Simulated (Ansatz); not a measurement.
# Hf: response to strain

Start from Hf in the hcp (Mg type) structure (space group P6_3/mmc, No. 194; a = 3.198 Å, c = 5.049 Å; relaxed with 0.1 eV smearing). Axes: x lies along a and z along c of the hexagonal cell.

Strains are applied to the cell and any free atomic positions relax.

All numbers come from Kohn–Sham DFT with the r2SCAN functional, run in Ansatz (a first-principles code) with PAW and 500 eV plane waves, scalar-relativistic without spin-orbit coupling.

Notes on the quantities. energy relative to the base: free energy F.

```csv
case,volume per atom,energy relative to the base
base,22.36 Å³,0 meV/atom
uniaxial strain ε_xx = −3.00 %,21.69 Å³,+13 meV/atom
uniaxial strain ε_xx = −2.50 %,21.80 Å³,+8.6 meV/atom
uniaxial strain ε_xx = −2.00 %,21.92 Å³,+5.5 meV/atom
uniaxial strain ε_xx = −1.50 %,22.03 Å³,+3.0 meV/atom
uniaxial strain ε_xx = −1.00 %,22.14 Å³,+1.3 meV/atom
uniaxial strain ε_xx = −0.50 %,22.25 Å³,+0.3 meV/atom
```

Whether these cells are dynamically stable was not tested. The final runs are not spin-polarised.
